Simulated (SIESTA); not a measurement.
SIESTA run on Ca (Cm, 4 atoms in the cell): relaxation of the atoms.

Computed with LDA PW92, numerical atomic orbitals DZP, PseudoDojo LDA standard norm-conserving potentials (rewritten from UPF to PSML) in SIESTA.

The change in words: one atom moved by 0.15 angstrom; MD.TypeOfRun: default → FIRE; MD.Steps: default → 40; MD.MaxForceTol: default → 0.02 eV/Ang. Reference geometry:
```
Ca
1.0
    3.44565    -3.65114     0.00000
    3.44565     3.65114     0.00000
    0.00000     0.00000     6.97407
Ca
4
Direct
  0.16179   0.83821   0.19651
  0.83821   0.16179   0.80349
  0.33821   0.66179   0.69651
  0.66179   0.33821   0.30349
```

Reference input (self-consistent single point, DFT, LDA PW92, numerical atomic orbitals DZP, PseudoDojo LDA standard norm-conserving potentials (rewritten from UPF to PSML)): XC.functional = LDA; XC.authors = PW92; potentials = PseudoDojo LDA standard; PAO.BasisSize = DZP; PAO.EnergyShift = 0.005 Ry; MeshCutoff = 350 Ry; kgrid.MonkhorstPack = 7 7 5; OccupationFunction = FD; ElectronicTemperature = 0.1 eV; MaxSCFIterations = 150; SCF.Mixer.Method = Pulay; SCF.Mixer.Weight = 0.2. This run's input differs from it in these lines:

```diff
@@ -17,3 +17,3 @@
 %block AtomicCoordinatesAndAtomicSpecies
-     3.445650000    2.469706148    1.370475282  1
+     3.445650000    2.469706148    1.520473665  1
      3.445650000   -2.469706148    5.603598718  1
@@ -42,2 +42,5 @@
 Diag.ParallelOverK           true
+MD.TypeOfRun                 FIRE
+MD.Steps                     40
+MD.MaxForceTol               0.02 eV/Ang
 WriteForces                  true
```

The program printed (abridged):

```
        iscf     Eharris(eV)        E_KS(eV)     FreeEng(eV)     dDmax    Ef(eV) dHmax(eV)
   scf:    1    -4189.310936    -4203.348534    -4203.433366  0.717429 -3.221212  1.944297
   scf:    2    -4203.486385    -4203.418663    -4203.503369  0.062933 -3.247394  1.445361
   scf:    3    -4203.567232    -4203.502042    -4203.586303  0.153767 -3.322990  0.040335
   scf:    4    -4203.502133    -4203.502114    -4203.586391  0.002445 -3.325835  0.009707
   scf:    5    -4203.501975    -4203.502059    -4203.586407  0.004392 -3.326784  0.027159
   scf:    6    -4203.502117    -4203.502095    -4203.586423  0.004013 -3.328866  0.014752
   scf:    7    -4203.502102    -4203.502100    -4203.586433  0.001645 -3.328419  0.002773
   scf:    8    -4203.502104    -4203.502102    -4203.586433  0.000217 -3.328508  0.000468
   scf:    9    -4203.502103    -4203.502103    -4203.586433  0.000046 -3.328527  0.000041
   scf:   10    -4203.502103    -4203.502103    -4203.586433  0.000003 -3.328529  0.000011
SCF Convergence by DM+H criterion
max |DM_out - DM_in|         :     0.0000032056
max |H_out - H_in|      (eV) :     0.0000109284
SCF cycle converged after 10 iterations

Using DM_out to compute the final energy and forces

siesta: E_KS(eV) =            -4203.5021

siesta: E_KS - E_eggbox =     -4203.5021

siesta: Atomic forces (eV/Ang):
     1    0.000000    0.116245   -0.447381
   [... lines left out ...]
outcell: Cell volume (Ang**3)        :    175.4755
        iscf     Eharris(eV)        E_KS(eV)     FreeEng(eV)     dDmax    Ef(eV) dHmax(eV)
siesta: FreeEng =     -4204.039526
siesta: Cell volume =        175.475525 Ang**3
   [... lines left out ...]

siesta: Pressure (static):
siesta:                Solid            Molecule  Units
siesta:           0.00027004          0.00026522  Ry/Bohr**3
siesta:           0.02479423          0.02435119  eV/Ang**3
siesta:          39.72473308         39.01490841  kBar

mulliken: Atomic and Orbital Populations:

Species: Ca
Atom  Qatom  Qorb
               3s      4s      4s      3py     3pz     3px     4py     4pz
               4px
   1  9.999   1.995   1.131  -0.111   2.010   2.014   2.012   0.295   0.340
              0.313
   2  9.998   1.995   1.131  -0.110   2.010   2.014   2.012   0.295   0.339
   [... 5 lines left out ...]

mulliken: Qtot =       40.000

Mulliken Atomic Populations:
Atom #   charge [q] valence [e]  Species
     1     0.000826    9.999174  Ca
     2     0.002071    9.997929  Ca
     3    -0.000822   10.000822  Ca
     4    -0.002075   10.002075  Ca
 Total     0.000000
```

The relaxation ended unconverged. 

The starting cell comes from a database of computed structures (which also holds hypothetical and non-ambient phases and stackings), without a prior relaxation at this level. Its lattice was rescaled by up to half a per cent. For this run, on top of that: one atom moved by 0.15 angstrom. Values carry the incompleteness of an atom-centred basis.

Cost on one core of a shared machine: roughly 8 min.
